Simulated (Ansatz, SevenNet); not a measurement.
## Ladder of methods for the lattice parameter c of NiAs-type NiSb

Reference value: 5.148 Å (measured, temperature not stated, not corrected to a static lattice; as tabulated in Wikipedia's data pages).

```json
[
 {"level (code)": "SevenNet-0", "value (Å)": "5.126", "difference (%)": "-0.43"},
 {"level (code)": "LDA (Ansatz)", "value (Å)": "5.027", "difference (%)": "-2.35"},
 {"level (code)": "PBE (Ansatz)", "value (Å)": "5.158", "difference (%)": "+0.19"},
 {"level (code)": "PBE-D4 (Ansatz)", "value (Å)": "5.110", "difference (%)": "-0.74"},
 {"level (code)": "r²SCAN-D4 (Ansatz)", "value (Å)": "5.105", "difference (%)": "-0.84"}
]
```

The reference's temperature isn't stated, so close values are not ranked against it.

The measured value isn't corrected to a static lattice, so vibrations enter the comparison. The crystal itself was run without spin with LDA, PBE, PBE-D4, r²SCAN-D4; a magnetic state was not tried in these runs. Cutoffs differ between the levels. Ansatz's density-functional and Hartree–Fock values are scalar-relativistic unless marked +SOC, with PAW data made under PBE.

Machine-learned potentials (SevenNet-0) are trained on DFT data: a solid inside that data is no test of them.

Differences are worked out from the printed values.

Ansatz is a program for electronic structure.
